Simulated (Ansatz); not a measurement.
We consider PtAg (R-3m, No. 166, 2 atoms in the cell; start mp-1229015), described by LDA (PAW; Ansatz, a program for electronic structure).

Run with plane-wave cutoff 520 eV, 22×22×22 k mesh, Fermi–Dirac smearing 0.05 eV, no spin polarisation, scalar-relativistic PAW data made under PBE.

Cell (relaxed at this level):

```xyz
2
Lattice="1.3749 0.7938 4.6429 -1.3749 0.7938 4.6429 0.0000 -1.5876 4.6429" Properties=species:S:1:pos:R:3 pbc="T T T"
Ag     0.0000     0.0000     0.0000
Pt     0.0000     0.0000     6.9644
```

Estimate the bulk modulus that the calculation returns.


* **bulk modulus**: 219 GPa

The run finds no gap.

Note: the bulk modulus is −V dP/dV from two relaxed cells at ±2 % in volume; the relaxation could not lower the start's symmetry, so the cell can be a saddle point above a distorted one.

Spin–orbit coupling is not included.

Static lattice: no zero-point or thermal effects.

A start named mp-… is a Materials Project structure, which need not be a measured phase.
